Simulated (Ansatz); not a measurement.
Given:

```xyz
14
Lattice="2.9848 1.7233 3.9297 -2.9848 1.7233 3.9297 0.0000 -3.4465 3.9297" Properties=species:S:1:pos:R:3 pbc="T T T"
B     -1.5930     0.9197     4.2644
B      1.5930    -0.9197     7.5246
B      0.0000    -1.8394     4.2644
B      0.0000     1.8394     7.5246
B      1.5930     0.9197     4.2644
B     -1.5930    -0.9197     7.5246
B     -0.9342     0.5394     1.3860
B      0.9342    -0.5394    10.4030
B      0.0000    -1.0787     1.3860
B      0.0000     1.0787    10.4030
B      0.9342     0.5394     1.3860
B     -0.9342    -0.5394    10.4030
P      0.0000     0.0000     4.7752
P      0.0000     0.0000     7.0138
```

The numbers are results of PBEsol, rigid bands (plane waves, PAW, scalar-relativistic; Ansatz, a quantum-chemistry and plane-wave program), not measurements. Cell: cell and atoms relaxed with PBEsol.

Question: Predict the electron conductivity mass (n e² τ/σ) at 300 K, by direction if it differs.

Answer: 0.51 (x), 0.51 (y), 0.26 (z) mₑ.

Question: Predict the hole conductivity mass (n e² τ/σ) at 300 K, by direction if it differs.

Answer: 1.26 (x), 1.26 (y), 0.50 (z) mₑ.

Question: And the band gap?

Answer: 2.39 eV at this level; semilocal functionals usually fall short of the measured gap.

Rigid bands, one relaxation time for all states, no polarons. Spin-orbit coupling is left out; where it splits the top of the valence band it changes the hole mass and lowers the gap by about a third of the splitting.

Computed structure with no diffraction record at hand here (it may be known, metastable or hypothetical): B6P (R-3m).
